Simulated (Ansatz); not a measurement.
**A computed series for BeTe: response to strain**

The reference is BeTe in the zinc blende structure (space group F-43m, No. 216).

```
BeTe
1.0
    0.00000     2.80217     2.80217
    2.80217     0.00000     2.80217
    2.80217     2.80217     0.00000
Be Te
1 1
Cartesian
  0.00000   0.00000   0.00000
  1.40108   1.40108   1.40108
```

Cartesian axes are those of the cell as printed.

Strains are applied to the cell and any free atomic positions relax.

Level of theory: PBEsol, PAW, 420 eV (Ansatz, an electronic-structure program; no SOC).

Notes on the quantities. energy relative to the base: free energy F.

```csv
uniaxial strain ε_zz (%),energy relative to the base (meV/atom)
0,0.0
0.5,0.2
1,?
1.5,1.5
2,2.7
2.5,4.2
3,6.0
```

Task: Fit ΔE = Aε² + Bε³ (ε in %) to the rows shown and predict the withheld row.

Result: Least squares on the printed values gives A = 0.686 and B = -0.0062 meV/atom (largest residual 0.0 meV/atom); this predicts 0.7 meV/atom, and the run gives 0.7 meV/atom, in agreement.

Whether these cells are dynamically stable was not tested.
